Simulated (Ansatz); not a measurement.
Consider Ru-vacancy pair (Ru on one host Ir site, one Ir site vacant) in fcc Ir, neutral cell. Calculation: PBE, PAW (plane waves to 420 eV; Ansatz, a first-principles code).

Settings: 32 host sites, the relaxed PBE lattice, a 2×2×2 k-point mesh shifted by half a step, smearing 0.10 eV, spin-restricted, no image-charge correction. No zero-point or tunnelling terms. Spin-orbit coupling is left out. Forms of the defect that were not tried may lie lower.

Barriers: single points on a 4×4×4 k-point mesh shifted by half a step at the bands' geometries (they differ from the bands' own by up to 0.22 eV, and are uncertain by about as much).

The step: the Ru atom itself jumps into the vacancy (Ru-vacancy distance between ideal sites 2.74 Å throughout). Atoms about the jump, Cartesian Å from the middle of the jump, before and after:

```csv
atom,x0,y0,z0,x1,y1,z1
Ru1,0.00,-0.98,-0.98,0.00,0.98,0.98
Ir2,-1.92,0.96,-0.96,-1.92,0.95,-0.96
Ir3,1.92,0.96,-0.95,1.92,0.96,-0.96
Ir4,-1.92,-0.95,0.96,-1.92,-0.96,0.96
Ir5,1.92,-0.96,0.96,1.92,-0.96,0.95
Ir6,0.00,2.89,-0.95,0.00,2.90,-0.96
Ir7,0.00,0.96,-2.90,0.00,0.95,-2.89
Ir8,0.00,-2.90,0.96,0.00,-2.89,0.95
Ir9,0.00,-0.95,2.89,0.00,-0.96,2.90
Ir10,-1.93,-0.97,-2.90,-1.93,-0.97,-2.89
Ir11,-1.93,2.89,0.97,-1.93,2.90,0.97
Ir12,1.93,-0.97,-2.90,1.93,-0.97,-2.89
Ir13,1.93,2.89,0.97,1.93,2.90,0.97
```

Task: Where do these atoms stand at the saddle point, and how high is it?

Result: 
| atom | x | y | z |
|---|---|---|---|
| Ru1 | 0.00 | 0.01 | -0.02 |
| Ir2 | -2.07 | 1.00 | -1.02 |
| Ir3 | 2.07 | 1.00 | -1.01 |
| Ir4 | -2.06 | -1.01 | 1.00 |
| Ir5 | 2.06 | -1.01 | 0.99 |
| Ir6 | 0.00 | 2.85 | -0.95 |
| Ir7 | 0.00 | 0.94 | -2.87 |
| Ir8 | 0.00 | -2.87 | 0.93 |
| Ir9 | 0.00 | -0.95 | 2.85 |
| Ir10 | -1.90 | -0.98 | -2.91 |
| Ir11 | -1.90 | 2.89 | 0.97 |
| Ir12 | 1.90 | -0.98 | -2.91 |
| Ir13 | 1.90 | 2.89 | 0.97 |
It lies 2.70 eV above the start and 2.70 eV above the end. The saddle point's order was not checked, and it lies on a symmetry element of the cell, where a band can be held.
